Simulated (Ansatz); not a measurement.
System: interstitial Li in alpha cristobalite (charge state +1). The step: a concerted move, in which Li travels most; the atom moves 3.36 Å along (-0.50, -0.19, -0.28) of the unit cell; the moving atom starts with neighbours O at 2.08, O at 2.16, O at 2.25, O at 2.38, O at 2.46 Å and ends with O at 2.08, O at 2.16, O at 2.25, O at 2.38, O at 2.46 Å. A PBE band in Ansatz (plane-wave PAW, the Γ point alone, 96 host sites, 62 SCF runs with any check of the saddle's order, static, no finite-size correction) gives a forward barrier of 0.21 eV. The saddle point's order was not checked. The host's phase is taken as given; its stability against other phases was not computed. The charge state is imposed; whether it is stable for some Fermi level was not computed. Sites that were not tried may lie lower.

Single points at the band's start and saddle point can refine it. Rough cost of one point, in units of the band's mean SCF on the same machine:

```json
[
 {"Level": "PBE, a 2×2×2 k-point mesh shifted by half a step", "Cost of one point": "about 7"},
 {"Level": "r2SCAN at 500 eV, the Γ point alone", "Cost of one point": "about 3"}
]
```

Question: Which of these move the barrier by more than 0.1 eV, and how far does each move it?

Answer: Not one does. PBE, a 2×2×2 k-point mesh shifted by half a step: 0.00 eV; r2SCAN at 500 eV, the Γ point alone: 0.00 eV. Each functional is compared with PBE at the same k-points.

Ansatz is a program for electronic structure.
